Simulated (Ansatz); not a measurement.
Base system: SrTiO3 in the cubic perovskite structure (space group Pm-3m, No. 221; a = 3.891 Å). Axes: x, y, z lie along the cube axes.

Computed with PBEsol (Ansatz, a program for electronic structure; PAW; 420 eV plane waves; spin-orbit coupling left out).

Modification: the cell is compressed by 0.60 % along z with no lateral relaxation; the atoms relax in the strained cell.

Q: Predict the stress tensor and what it implies for the stiffness.

A: Stress of the strained cell less that of the base (GPa, compression positive):
```
   0.63    0.00    0.00
   0.00    0.63    0.00
   0.00    0.00    2.17
```

Then −Δσ_ii/ε with ε = -0.0060 gives relaxed-ion elastic constants: C33 ≈ 361 GPa, C13 ≈ 105 GPa and C23 ≈ 105 GPa.

Whether these cells are dynamically stable was not tested. The final runs are not spin-polarised. Many cubic perovskites are stable only at high temperature; tilts and polar distortions were not tested.
